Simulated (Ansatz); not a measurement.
CuI under a change: uniaxial strain ε_zz = +0.50 %

Start from CuI in the zinc blende structure (space group F-43m, No. 216; a = 6.023 Å). Axes: x, y, z lie along the cube axes.

Perturbation: uniaxial strain ε_zz = +0.50 %, all other strain components held at zero; the atoms relax in the strained cell.

Level of theory: r2SCAN (Ansatz, a program for electronic structure, PAW, no spin-orbit coupling). Γ-centred 10×10×10 mesh, Fermi–Dirac width 0.05 eV.

```csv
quantity,base,changed,shift
volume per atom,27.31 Å³,27.45 Å³,+0.14 Å³
shortest interatomic distance,2.608 Å,2.612 Å,+0.004 Å
energy relative to the base (free energy F),0 meV/atom,+0.1 meV/atom,+0.1 meV/atom
band gap,1.67 eV,1.65 eV,-0.02 eV
gap character,direct at Γ,direct at Γ,–
electron mass,0.18 mₑ (at Γ),0.18 mₑ (at Γ),–
"valence-band top at Γ (three highest levels, from the VBM)","0.00, 0.00, 0.00 eV","0.00, 0.00, -0.01 eV",–
"valley order (the lowest conduction-band minima on the path, energy above the VBM, named in the base's zone)",Γ 1.67 eV; L along ⟨111⟩ 2.57 eV; X along ⟨100⟩ 2.90 eV,Γ 1.65 eV; L along [111] 2.56 eV; X along [010] 2.90 eV; X along [001] 2.93 eV,–
"stress (xx, yy, zz, yz, xz, xy; compression positive)",–,"(-0.19, -0.19, -0.28, 0.00, 0.00, 0.00) GPa",–
```

Final structure:

```yaml
crystal:
  lattice:
    - [0.00000, 3.01140, 3.02646]
    - [3.01140, 0.00000, 3.02646]
    - [3.01140, 3.01140, 0.00000]
  atoms:
    - { symbol: Cu, position: [0.00000, 0.00000, 0.00000] }
    - { symbol: I, position: [0.25000, 0.25000, 0.25000] }
```

Cost of the whole job for the changed cell (relaxation, final SCF and bands): about 60 core-seconds (a rough figure).

Spin-orbit coupling, missing from the scalar runs, can matter with I. Effective masses come from finite differences of ±0.01 Å⁻¹. Stability against distortions was not tested. All final runs are without spin polarisation. k-point labels follow each cell's own Brillouin zone.
